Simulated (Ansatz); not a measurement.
Band gap of rock-salt alkali halides: measurement against PBE

Computed values from Ansatz (plane waves, PAW); cells keep the symmetry of their structure type. Ansatz (a program for electronic structure) is a plane-wave DFT program; potentials: the later of its two PAW sets. No spin-orbit coupling. Gaps are read at band edges searched over the zone in cells relaxed at that level.

Here x stands for PBE gap and y for measured gap.

| solid | PBE gap (eV) | measured gap (eV) | basis of the measured value |
|---|---|---|---|
| NaI | 3.58 | 5.90 | not stated, as measured |
| KI | 3.86 | 6.10 | not given (compiled; stated errors 0.2-0.5 eV), as measured |
| RbBr | 4.19 | ? | not given (compiled; stated errors 0.2-0.5 eV), as measured |
| KBr | 4.31 | 7.40 | not given (compiled; stated errors 0.2-0.5 eV), as measured |
| RbCl | 4.83 | 8.50 | not given (compiled; stated errors 0.2-0.5 eV), as measured |
| LiBr | 4.91 | 7.60 | not stated, as measured |
| KCl | 5.05 | 8.50 | unstated, as measured |
| KF | 5.96 | 10.90 | unstated, as measured |
| NaF | 6.09 | 11.70 | unstated, as measured |

Fit y against x with a straight line, and predict the withheld value at x = 4.19.

With u = x - 4.8, the rows have u = -1.2200, -0.9400, -0.4900, 0.0300, 0.1100, 0.2500, 1.1600, 1.2900. Means: u 0.023750, y 8.325. About the means, the sum of products is 12.813 and the sum of squares of u is 5.6928; the slope is their ratio. Least squares gives y = 8.272 + 2.2508·u. Residuals (row less fit): 0.374, -0.056, 0.231, 0.160, -0.920, -0.335, 0.017, 0.524; standard error 0.492 (degrees of freedom: 6). The slope is 2.25 with a standard error of 0.21. Before the fit, PBE less measured has mean -3.501, mean absolute 3.501 and median absolute 3.270 eV over these 8 rows. At the withheld row, u = -0.6100, so y = 8.272 + 2.2508 × (-0.6100) = 6.899 eV. The measured value is 7.20 eV, 0.301 eV above the prediction (5.2 % of the range of y in the table). The row lies between fitted rows. From the scatter of the fitted rows alone, a prediction at this place has a standard error of 0.538 eV, so the miss is 0.6 times that.

Plain PBE misses this row by -3.01 eV. These measured values aren't marked as zero-point corrected, so thermal and zero-point effects can be part of a miss beside the level's own error; see the basis column. Spin-orbit coupling is left out, which can shift this property for NaI, KI, RbBr, KBr, LiBr. The rows are a random draw of 9 from the 9 solids that have both values on this basis (room or unstated temperature), of 16 computed in this series. Not drawn: V to Ni and open 4f shells, rows kept for tests, unfit runs, cells that left their space group, values derived or compiled from fits, values whose temperature is given only as extrapolated, encyclopaedia, home-page and unnamed sources, sources from 2025 on, runs on another kind of cell, cells with moments, not at rest, warned of a lower state, or off the usual phase with no note on it here. Optical and fundamental gaps aren't told apart in the measured column. Measured values as quoted by these papers, many of them computational: NaI Abedi et al., (2022), arXiv:2211.14644; KI Aguado et al., (1998), arXiv:cond-mat/9809176; RbBr Aguado et al., (1998), arXiv:cond-mat/9809176; KBr Aguado et al., (1998), arXiv:cond-mat/9809176; RbCl Aguado et al., (1998), arXiv:cond-mat/9809176; LiBr Abedi et al., (2022), arXiv:2211.14644; KCl David Koller et al., Journal of Physics Condensed Matter (2013), arXiv:1304.4470; KF David Koller et al., Journal of Physics Condensed Matter (2013), arXiv:1304.4470; NaF David Koller et al., Journal of Physics Condensed Matter (2013), arXiv:1304.4470.
